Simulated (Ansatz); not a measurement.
Cells marked so need not be the phases stable at ambient conditions, and some may be hypothetical.

 Where the default PAW files enter, the runs use the earlier of Ansatz's two default sets.

The gap is the functional's own, uncorrected, and κ follows it; spin-orbit coupling is left out. Mid-gap values are interpolated between the computed energies.

A. Sr3SbN (Pm-3m, anti-perovskite, not sure to be the ambient phase, 5 atoms a cell, 28.0 Å³ an atom), along the normal of (110)
B. N$_{2}$ (P6_3/mmc, not sure to be the ambient phase, 4 atoms a cell, 23.4 Å³ an atom), along the normal of (110)
C. CsGeCl$_{3}$ (R3m, not sure to be the ambient phase, 5 atoms a cell, 32.6 Å³ an atom), along the normal of (110)
D. Rb₂MgF₄ (I4/mmm, not sure to be the ambient phase, 7 atoms a cell, 16.1 Å³ an atom), along the normal of (110)
E. BaHCl (P4/nmm, not sure to be the ambient phase, 6 atoms a cell, 23.7 Å³ an atom), along the normal of (100)

Q: Put the candidates in order of mid-gap decay constant of the slowest evanescent state, highest first, for r2SCAN run with Ansatz (a program for electronic structure).

A: B (0.91 1/Å), D (0.49 1/Å), E (0.44 1/Å), C (0.21 1/Å), A (0.09 1/Å)
